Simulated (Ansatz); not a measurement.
The parent structure is Ge in the diamond structure (space group Fd-3m, No. 227; a = 5.676 Å).

It is then changed as follows: a hydrostatic pressure of 7.5 GPa.

Levels (all Ansatz, a first-principles code, PAW): PBEsol (420 eV, no SOC); r2SCAN (500 eV, no spin-orbit coupling); HSE06 (420 eV, scalar-relativistic without spin-orbit coupling).

At the geometry relaxed with PBEsol, these levels gave the following band gaps, in shuffled order: (a) 0.67 eV, (b) 0.94 eV, (c) 0.36 eV.

### Question
Match each gap to its level.

### Answer
(a) r2SCAN; (b) HSE06; (c) PBEsol.

Single points use the geometry relaxed with PBEsol. The hybrid gap comes from the SCF mesh plus the semilocal run's edge points and a few special points and is an upper bound. Load acts through the strain it causes; cell and atoms are relaxed under it. No phonon test of stability was made. Tetrahedral semiconductors of this kind turn to denser phases somewhere between about 1 and 50 GPa; those were not computed, so compressed cells here can lie past the real transition.
